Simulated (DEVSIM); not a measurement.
Device: abrupt Si n-p junction, at 300 K.

Layer 1 from the left is Si, thickness (μm) 1.40, Nd (cm⁻³) 2e15, τn (s) 3.3e-7, τp (s) 3.3e-7. Layer 2 from the left is Si, thickness (μm) 4.70, Na (cm⁻³) 2.2e15, τn (s) 3.3e-7, τp (s) 3.3e-7.

Left contact: ohmic. Right contact: ohmic. Voltage is applied to the left contact. Recombination: SRH at mid-gap, radiative. Mobility is μmin + (μ − μmin)/(1 + (N/Nref)^α).

Constants are typed, rounded textbook-type inputs, not results; the design itself was drawn at random and stands for no fabricated device. Values at 300 K.

Si: gap (eV) 1.124, affinity (eV) 4.05, permittivity 11.7, Nc (cm⁻³) 2.86e19, Nv (cm⁻³) 3.1e19, μn (cm²/Vs) 1417, μp (cm²/Vs) 470, μn,min 52, μp,min 45, Nref,n 9.7e16, Nref,p 2.2e17, αn 0.68, αp 0.72, B (cm³/s) 4.7e-15.

Model (solved in DEVSIM): 1D drift-diffusion, Boltzmann statistics, complete ionisation; no tunnelling, impact ionisation, image-force lowering or self-heating.

Q: What does the simulation give for the potential step across the device at zero bias, the dark forward voltage at 100 A/cm², the dark forward voltage at 1 A/cm², the largest field in the device at zero bias?

A: potential step across the device at zero bias 0.630 V; dark forward voltage at 100 A/cm² 0.733 V; dark forward voltage at 1 A/cm² 0.527 V; largest field in the device at zero bias 14000 V/cm.
